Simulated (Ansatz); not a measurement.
Band structure of TaOs3 (Pm-3m, 4 atoms in the cell).

```yaml
crystal:
  lattice:
    - [3.91497, 0.00000, 0.00000]
    - [0.00000, 3.91497, 0.00000]
    - [0.00000, 0.00000, 3.91497]
  atoms:
    - { symbol: Ta, position: [0.00000, 0.00000, 0.00000] }
    - { symbol: Os, position: [0.00000, 0.50000, 0.50000] }
    - { symbol: Os, position: [0.50000, 0.00000, 0.50000] }
    - { symbol: Os, position: [0.50000, 0.50000, 0.00000] }
```

Method: PBEsol, PAW files made with PBE (plane waves; Ansatz, a quantum-chemistry and plane-wave program).

Settings: kpoints.mp_grid.grid = 7 7 7; hamiltonian.xc = pbesol; hamiltonian.pseudopotentials = {kind: paw} (the program's default PAW files); scf.occupations.method = fermi_dirac; scf.occupations.width = 0.1 eV; kpoints.band_path.npoints = 8.

The starting cell comes from a database of computed structures (which also holds hypothetical and non-ambient phases and stackings), without a prior relaxation at this level. Spin-orbit coupling is off. Spin polarisation is off.

Levels in eV from the Fermi level, bands 27 to 34:
```csv
point,27,28,29,30,31,32,33,34
Γ,0.85,0.85,2.59,2.89,2.89,2.89,3.24,3.24
X,-1.65,-1.26,-0.46,-0.30,-0.30,1.38,1.40,1.40
M,-2.93,-2.07,-0.99,-0.96,-0.96,0.19,0.20,1.98
R,-1.44,-1.44,-0.04,0.59,0.59,0.59,2.62,2.62
```

Bands cross the Fermi level along this path, so the cell is metallic at this level.

Keys are those of Ansatz 0.2.
